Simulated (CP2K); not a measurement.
CP2K run on SnSe (Pmmn, 8 atoms in the cell): self-consistent single point

Method of the run: LDA (Pade form), GPW, DZVP-MOLOPT-SR-GTH basis, GTH-PADE potentials (GTH_POTENTIALS) (CP2K 2026.2).

Input:

```
&GLOBAL
  PROJECT run
  RUN_TYPE ENERGY_FORCE
  PRINT_LEVEL MEDIUM
&END GLOBAL
&FORCE_EVAL
  METHOD Quickstep
  STRESS_TENSOR ANALYTICAL
  &DFT
    BASIS_SET_FILE_NAME BASIS_MOLOPT
    POTENTIAL_FILE_NAME GTH_POTENTIALS
    &QS
      METHOD GPW
      EPS_DEFAULT 1E-10
    &END QS
    &MGRID
      CUTOFF 400
      REL_CUTOFF 60
      NGRIDS 4
    &END MGRID
    &SCF
      SCF_GUESS ATOMIC
      EPS_SCF 1E-7
      MAX_SCF 100
      ADDED_MOS 8
      &DIAGONALIZATION
        ALGORITHM STANDARD
      &END DIAGONALIZATION
      &MIXING
        METHOD BROYDEN_MIXING
        ALPHA 0.2
        NBUFFER 10
      &END MIXING
      &SMEAR ON
        METHOD MARZARI_VANDERBILT
        SIGMA [eV] 0.136
      &END SMEAR
    &END SCF
    &KPOINTS
      SCHEME MONKHORST-PACK 5 2 9
      GAMMA_CENTERED T
    &END KPOINTS
    &XC
      &XC_FUNCTIONAL PADE
      &END XC_FUNCTIONAL
    &END XC
    &PRINT
      &MO
        EIGENVALUES T
        OCCUPATION_NUMBERS T
        NDIGITS 8
        FILENAME mo
        &EACH
          QS_SCF 0
        &END EACH
        ADD_LAST NUMERIC
      &END MO
      &MULLIKEN ON
      &END MULLIKEN
    &END PRINT
  &END DFT
  &SUBSYS
    &CELL
      A 5.74418000 0.00000000 0.00000000
      B 0.00000000 13.13297000 0.00000000
      C 0.00000000 0.00000000 3.04576000
      PERIODIC XYZ
    &END CELL
    &COORD
      SCALED
      Sn       0.50000000     0.37024000     0.91328000
      Sn       0.50000000     0.62976000     0.91328000
      Sn       0.00000000     0.12976000     0.08672000
      Sn       0.00000000     0.87024000     0.08672000
      Se       0.50000000     0.16081000     0.03099000
      Se       0.50000000     0.83919000     0.03099000
      Se       0.00000000     0.33919000     0.96901000
      Se       0.00000000     0.66081000     0.96901000
    &END COORD
    &KIND Sn
      BASIS_SET DZVP-MOLOPT-SR-GTH
      POTENTIAL GTH-PADE-q4
    &END KIND
    &KIND Se
      BASIS_SET DZVP-MOLOPT-SR-GTH
      POTENTIAL GTH-PADE-q6
    &END KIND
  &END SUBSYS
  &PRINT
    &FORCES ON
    &END FORCES
    &STRESS_TENSOR ON
    &END STRESS_TENSOR
  &END PRINT
&END FORCE_EVAL
```

Log, with long lists cut:

```
 GLOBAL| Method name                                                        CP2K
 GLOBAL| Project name                                                        run
 GLOBAL| Run type                                                   ENERGY_FORCE

 CELL| Volume [angstrom^3]:                                           229.766480
 CELL| Vector a [angstrom]:       5.744     0.000     0.000   |a| =     5.744180
 CELL| Vector b [angstrom]:       0.000    13.133     0.000   |b| =    13.132970
 CELL| Vector c [angstrom]:       0.000     0.000     3.046   |c| =     3.045760
 CELL| Angle (b,c), alpha [degree]:                                    90.000000
 CELL| Angle (a,c), beta  [degree]:                                    90.000000
 CELL| Angle (a,b), gamma [degree]:                                    90.000000
 CELL| Numerically orthorhombic:                                             YES
 CELL| Periodicity                                                           XYZ

 DFT| Spin restricted Kohn-Sham (RKS) calculation                            RKS
 DFT| Multiplicity                                                             1
 DFT| Number of spin states                                                    1
 DFT| Charge                                                                   0
 DFT| XC density smoothing                                                  NONE
 DFT| XC derivatives                                                          PW

 QS| Method:                                                                 GPW
 QS| Density plane wave grid type                        NON-SPHERICAL FULLSPACE
 QS| Number of grid levels:                                                    4
 QS| Density cutoff [a.u.]:                                                200.0
 QS| Multi grid cutoff [a.u.]: 1) grid level                               200.0
   [... lines left out ...]
 BRILLOUIN| Wavefunction type                                            COMPLEX
 BRILLOUIN| List of Kpoints [2 Pi/Bohr]                                       46
 BRILLOUIN| Number           Weight            X              Y              Z
 BRILLOUIN|     1           0.02222       -0.40000        0.00000       -0.44444
 BRILLOUIN|     2           0.02222       -0.40000        0.00000       -0.33333
 BRILLOUIN|     3           0.02222       -0.40000        0.00000       -0.22222
   [... 43 lines left out ...]
 *******************************************************************************

 Extrapolation method: initial_guess

 Re-scaling the density matrix to get the right number of electrons
                  # Electrons              Trace(P)               Scaling factor
                           40                40.000                        1.000

 Number of electrons:                                                         40
 Number of occupied orbitals:                                                 20
 Number of molecular orbitals:                                                28

 Number of orbital functions:                                                104
 Number of independent orbital functions:                                    104
 SCF WAVEFUNCTION OPTIMIZATION

  Step     Update method      Time    Convergence         Total energy    Change
     1 NoMix/Diag. 0.20E+00      -     0.46651676       -52.3967500145 -5.24E+01
     2 Broy./Diag. 0.20E+00      -     0.03912593       -52.3126425844  8.41E-02
     3 Broy./Diag. 0.20E+00      -     0.03041726       -52.3561577966 -4.35E-02
     4 Broy./Diag. 0.20E+00      -     0.00991245       -52.3196065647  3.66E-02
     5 Broy./Diag. 0.20E+00      -     0.00555014       -52.2764930586  4.31E-02
     6 Broy./Diag. 0.20E+00      -     0.00120661       -52.2424618759  3.40E-02
     7 Broy./Diag. 0.20E+00      -     0.00067941       -52.2387298993  3.73E-03
   [... 3 lines left out ...]
    11 Broy./Diag. 0.20E+00      -     0.00000179       -52.2382427121 -8.74E-05
    12 Broy./Diag. 0.20E+00      -     0.00000353       -52.2382738252 -3.11E-05
    13 Broy./Diag. 0.20E+00      -     0.00000010       -52.2382762390 -2.41E-06
    14 Broy./Diag. 0.20E+00      -     0.00000018       -52.2382798348 -3.60E-06
    15 Broy./Diag. 0.20E+00      -     8.1748E-09       -52.2382796288  2.06E-07
  *** SCF run converged in    15 steps ***

  Electronic density on regular grids:        -40.0000000000       -0.0000000000
  Core density on regular grids:               39.9999999883       -0.0000000117
  Total charge density on r-space grids:       -0.0000000117
  Total charge density g-space grids:          -0.0000000117

  Overlap energy of the core charge distribution:               0.00000000096994
  Self energy of the core charge distribution:               -109.49172666614697
  Core Hamiltonian energy:                                     23.46162807573693
  Hartree energy:                                              45.98576051231974
  Exchange-correlation energy:                                -12.19342055279338
  Smearing free energy correction:                             -0.00052099893109
  Fermi energy:                                                 0.13648704900751

  Total energy:                                               -52.23827962884801

                     Mulliken Population Analysis

 #  Atom  Element  Kind  Atomic population                           Net charge
       1     Sn       1          3.919632                              0.080368
       2     Sn       1          3.919632                              0.080368
       3     Sn       1          3.919632                              0.080368
       4     Sn       1          3.919632                              0.080368
       5     Se       2          6.080368                             -0.080368
       6     Se       2          6.080368                             -0.080368
       7     Se       2          6.080368                             -0.080368
       8     Se       2          6.080368                             -0.080368
 # Total charge                             40.000000                 -0.000000

 ENERGY| Total FORCE_EVAL ( QS ) energy [hartree]            -52.238279521503735

 FORCES| Atomic forces [hartree/bohr]
 FORCES|   Atom     x               y               z               |f|
 FORCES|      1  7.12345361E-13 -6.66768811E-04  3.51152127E-03   3.57426388E-03
 FORCES|      2  4.35148352E-13  6.66748689E-04  3.51152049E-03   3.57425936E-03
 FORCES|      3  4.64871072E-13  6.66756643E-04 -3.51151644E-03   3.57425686E-03
 FORCES|      4  7.19597473E-13 -6.66739471E-04 -3.51151177E-03   3.57424907E-03
 FORCES|      5 -4.68881222E-12  1.09846716E-03 -1.75105072E-03   2.06707734E-03
 FORCES|      6 -4.77556408E-12 -1.09844783E-03 -1.75103097E-03   2.06705034E-03
 FORCES|      7 -4.76715164E-12 -1.09846072E-03  1.75104872E-03   2.06707222E-03
 FORCES|      8 -4.67390623E-12  1.09844433E-03  1.75101942E-03   2.06703869E-03
 FORCES| Sum    -1.65734719E-11 -5.05068209E-13 -3.63553805E-13
 FORCES| Total atomic force                                       1.65851511E-11

 STRESS| Analytical stress tensor [bar]
 STRESS|                        x                   y                   z
 STRESS|      x       -1.63882189457E+04   6.94293056903E-08  -1.47499494453E-08
 STRESS|      y        6.94293056903E-08  -4.57243802236E+04   3.95880066898E-02
 STRESS|      z       -1.47499494453E-08   3.95880066898E-02  -4.32304130498E+04
 STRESS| 1/3 Trace                                            -3.51143374064E+04
```

The run converged in 15 iterations.

The starting cell comes from a database of computed structures (which also holds hypothetical and non-ambient phases and stackings), without a prior relaxation at this level. Values carry the incompleteness of an atom-centred basis. With a pressure of about -4 GPa the cell is away from its equilibrium volume at this level. The run gives no clean gap (levels at the Fermi energy touch, overlap or are partly filled at this smearing), which alone does not show that the compound is a metal.
